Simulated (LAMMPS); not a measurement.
LAMMPS 22 Jul 2025, classical MD, Tersoff (Si.tersoff): Si, 216000 atoms.

| Item | Value |
|---|---|
| task | MD, nve |
| potential | Tersoff, Si.tersoff |
| copies of the repeat unit | 30×30×30 |
| shape (slab and sphere leave vacuum in the box) | bulk |
| temperature | 800 K |
| steps | 400 |
| timestep | 1 fs |
| neighbor skin | 4 Å |
| neigh_modify | every 1 delay 0 check yes |
| thermo | 100 |
| newton | on (default) |
| atom_modify sort (bins of 2 Å where set) | 1000 (default) |
| comm_style | brick (default) |
| box | 162.9 × 162.9 × 162.9 Å |
| start | generated diamond lattice, warmed in an untimed run |
| compared values | energy and forces of the first step, drift over the run |

Machine: one whole node, Arm Neoverse V2, 96 cores on 1 socket, no SMT, 1 L3 cache group; 94 cores' worth of CPU time may be used.

Run on 32 ranks, it takes 4.9 s from launch to exit:

```bash
# ahead of the timed run: OMP_NUM_THREADS=1 mpirun -np 48 lmp -in in.warm -log none -nocite
OMP_NUM_THREADS=1 mpirun -np 32 lmp -in in.lmp -log log.lammps -nocite
```

From its output:

```
  using 1 OpenMP thread(s) per MPI task
  2 by 4 by 4 MPI processor grid
  216000 atoms
  master list distance cutoff = 7.2
  ghost atom cutoff = 7.2
Per MPI rank memory allocation (min/avg/max) = 5.326 | 5.328 | 5.33 Mbytes
99.2% CPU use with 32 MPI tasks x 1 OpenMP threads
...
Loop time of 4.66268 on 32 procs for 400 steps with 216000 atoms

Performance: 7.412 ns/day, 3.238 hours/ns, 85.788 timesteps/s, 18.530 Matom-step/s
99.2% CPU use with 32 MPI tasks x 1 OpenMP threads

MPI task timing breakdown:
Section |  min time  |  avg time  |  max time  |%varavg| %total
---------------------------------------------------------------
Pair    | 4.4831     | 4.5252     | 4.5549     |   0.9 | 97.05
Neigh   | 0          | 0          | 0          |   0.0 |  0.00
Comm    | 0.073695   | 0.10325    | 0.14586    |   6.0 |  2.21
Output  | 0.0002082  | 0.00023492 | 0.00035463 |   0.0 |  0.01
Modify  | 0.018771   | 0.019079   | 0.019408   |   0.1 |  0.41
Other   |            | 0.01496    |            |       |  0.32

Nlocal:           6750 ave        6795 max        6715 min
Histogram: 3 1 5 6 4 4 3 3 2 1
Nghost:        8158.31 ave        8193 max        8107 min
Histogram: 1 0 2 4 2 6 8 4 1 4
Neighs:              0 ave           0 max           0 min
Histogram: 32 0 0 0 0 0 0 0 0 0
FullNghs:       547291 ave      551656 max      544187 min
Histogram: 3 4 5 4 5 3 5 0 2 1

Total # of neighbors = 17513314
Ave neighs/atom = 81.080157
Neighbor list builds = 0
Dangerous builds = 0
```

Each time is the median wall time of two to five repeats, run one at a time on the otherwise empty machine; start-up is included. Processes are pinned to neighbouring cores unless said otherwise. The build: PyPI wheel: MPICH, OPENMP and OPT packages; another build can shift the numbers. Scratch files lie in a memory file system. A preparatory run goes ahead and isn't timed.

### Question
What holds this run back, and which change relieves it on the same cores with the result kept within 1.0 meV/atom in energy, 10 meV/Å in forces on 48 atoms, 0.20 meV an atom in drift of the total energy?

### Answer
The largest part is pair forces (Pair), 93 % of the time. Over the ranks it runs from 4.5 to 4.6 s, at 6750 atoms a rank on average. One change that relieves it (others may too): going from skin = 4 Å to skin = 0.5 Å, one of the fastest among the values tried that keep the result: 4.9 s to 3.7 s (1.3× as fast). Rebuilds go from 0 to 39, Neigh from 0 to 0.16 s and Pair from 4.5 to 3.3 s. These two results differ by: energy equal as printed, forces on 48 atoms equal as printed, drift of the total energy equal as printed. Others tried: skin = 0.2 Å (3.8 s); skin = 1 Å (3.9 s); skin = 2 Å (4.0 s); skin = 1.5 Å (4.1 s); skin = 3 Å (4.3 s).
